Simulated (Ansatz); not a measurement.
The reference is InRh in the CsCl type structure (space group Pm-3m, No. 221; a = 3.1895 Å; relaxed with 0.1 eV smearing). Axes: x, y, z lie along the cube axes.

All numbers come from PBEsol, PAW, 420 eV (Ansatz, a first-principles code; scalar-relativistic without spin-orbit coupling).

One thing is altered: the cell is compressed by 1.71 % along y with no lateral relaxation, atoms relaxed at fixed cell.

**Question.** Predict the stress tensor and what it implies for the stiffness.

**Answer.** Stress of the strained cell less that of the base (GPa, compression positive):
```
    3.0     0.0     0.0
    0.0     3.4     0.0
    0.0     0.0     3.0
```

Then −Δσ_ii/ε with ε = -0.0171 gives secant stiffness values (nonlinear terms included at this strain): C22 ≈ 200 GPa, C12 ≈ 175 GPa and C23 ≈ 175 GPa.

No phonon test of stability was made. All final runs are without spin polarisation.
